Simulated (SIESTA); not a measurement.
Relaxation of the atoms of LaMg14Sn (Amm2, 16 atoms in the cell) at several settings

```xyz
16
Lattice="10.4123 0.0000 0.0000 0.0000 3.2512 5.7333 0.0000 -3.2512 5.7333" Properties=species:S:1:pos:R:3 pbc="T T T"
La     5.2062     0.0000     7.6596
Mg     0.0000     0.0000     1.9287
Mg     0.0000     0.0000     7.6532
Mg     5.2062    -1.6663     4.7994
Mg     5.2062     1.6663     4.7994
Mg     0.0000    -1.6157     4.7734
Mg     0.0000     1.6157     4.7734
Mg     2.4967    -1.6525     6.6641
Mg     7.9156     1.6525     6.6641
Mg     7.9156    -1.6525     6.6641
Mg     2.4967     1.6525     6.6641
Mg     2.6433     0.0000     3.8254
Mg     7.7690     0.0000     3.8254
Mg     2.4978     0.0000     9.5905
Mg     7.9145     0.0000     9.5905
Sn     5.2062     0.0000     1.8581
```

Base: GGA PBEsol, numerical atomic orbitals DZP, PseudoDojo PBEsol standard norm-conserving potentials (rewritten from UPF to PSML) run with SIESTA 5.4.2. Its settings: XC.functional = GGA; XC.authors = PBEsol; potentials = PseudoDojo PBEsol standard; PAO.BasisSize = DZP; PAO.EnergyShift = 0.01 Ry; MeshCutoff = 400 Ry; kgrid.MonkhorstPack = 3 5 5 shifted by 0.5 0.5 0.5; OccupationFunction = FD; ElectronicTemperature = 0.1 eV; MaxSCFIterations = 150; SCF.Mixer.Method = Broyden; SCF.Mixer.Weight = 0.25; SCF.Mixer.History = 6; SCF.DM.Tolerance = 1.0E-04. Starting volume 24.26 Å³ per atom.

Each line gives the change from the base single point and the result:

- atoms moved at random; MD.TypeOfRun: default → CG; MD.Steps: default → 40; MD.MaxForceTol: default → 0.005 eV/Ang: pressure -0.26 GPa; largest force (vector length) 0.006 eV/Å; relaxation steps 16; free energy against the base single point -1.6 meV/atom.
- atoms moved at random; MD.TypeOfRun: default → CG; MD.Steps: default → 40; MD.MaxForceTol: default → 0.1 eV/Ang: pressure -0.24 GPa; largest force (vector length) 0.095 eV/Å; relaxation steps 6; free energy against the base single point -1.0 meV/atom.
- atoms moved at random; SCF.DM.Tolerance: 1.0E-04 → default; SCF.DM.Converge: default → false; SCF.H.Converge: default → false; SCF.FreeE.Converge: default → true; SCF.FreeE.Tolerance: default → 1.0E-03 eV; MD.TypeOfRun: default → CG; MD.Steps: default → 40; MD.MaxForceTol: default → 0.03 eV/Ang: pressure -0.25 GPa; largest force (vector length) 0.014 eV/Å; relaxation steps 12; free energy against the base single point -1.6 meV/atom.

The starting cell comes from a database of computed structures (which also holds hypothetical and non-ambient phases and stackings), without a prior relaxation at this level. Values carry the incompleteness of an atom-centred basis.
